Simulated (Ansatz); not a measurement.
## rock-salt PbTe (0 0 1) on zinc-blende CdTe (0 0 1) (film strained to the substrate, started from cuts of the bulks and a machine-learned relaxation; slabs Cd4Te4 and Pb4Te4, which can lie off the formulas)

A periodic stack without vacuum, rock-salt PbTe (0 0 1) on zinc-blende CdTe (0 0 1) (film strained to the substrate, started from cuts of the bulks and a machine-learned relaxation; slabs Cd4Te4 and Pb4Te4, which can lie off the formulas): substrate slab Cd4Te4, film Pb4Te4, surface cells [[1, 0], [1, 1]] and [[1, 0], [1, 1]], film strained by +0.7 and +0.7 %, outermost planes Te/Cd and PbTe/PbTe as cut, which need not be the usual terminations and can put a slab off its formula.

The start was prepared with a machine-learned potential, and the result is one local minimum, with the in-plane cell held and forces under 0.04 eV/Å; the film can end far from its bulk form.

Calculation: PBE (plane waves to 420 eV, PAW; Ansatz, a first-principles code). No spin–orbit coupling. Its k-point mesh 5×5×1, Fermi–Dirac width 0.05 eV.

| Item | Value |
|---|---|
| interface area | 21.9 Å² |
| period | 27.57 Å |
| heights between the nearest atoms of the two slabs at the two interfaces | 2.76 and 2.35 Å |
| Cd–Te contacts across the interfaces within 1.22 times the sum of covalent radii | 1, mean 2.76 Å |
| Pb–Te contacts across the interfaces within 1.22 times the sum of covalent radii | 1, mean 3.10 Å |
| two interfaces | unlike, so that offsets are their mean |
| spin-polarised check at this geometry | falls back to no moment |
| slope of the mean potential energy in the substrate | -14.9 MV/cm × e |

```yaml
crystal:
  lattice:
    - [4.67487, -0.00854, 0.24041]
    - [-0.00514, 4.67395, 0.26779]
    - [3.34483, 3.09840, 28.00044]
  atoms:
    - { symbol: Cd, position: [0.97708, 0.98890, 0.23402] }
    - { symbol: Cd, position: [0.56627, 0.60916, 0.11341] }
    - { symbol: Cd, position: [0.73653, 0.74706, 0.47605] }
    - { symbol: Cd, position: [0.34664, 0.36802, 0.35430] }
    - { symbol: Te, position: [0.01147, 0.54527, 0.17742] }
    - { symbol: Te, position: [0.70542, 0.16416, 0.05819] }
    - { symbol: Te, position: [0.78188, 0.30429, 0.41881] }
    - { symbol: Te, position: [0.40857, 0.92452, 0.29779] }
    - { symbol: Pb, position: [0.49903, 0.50109, 0.71102] }
    - { symbol: Pb, position: [0.12405, 0.12884, 0.58755] }
    - { symbol: Pb, position: [0.35820, 0.24764, 0.97306] }
    - { symbol: Pb, position: [0.86867, 0.88241, 0.83177] }
    - { symbol: Te, position: [0.01424, 0.01769, 0.69588] }
    - { symbol: Te, position: [0.63517, 0.64269, 0.57604] }
    - { symbol: Te, position: [0.80830, 0.78169, 0.93937] }
    - { symbol: Te, position: [0.38184, 0.39190, 0.81929] }
```
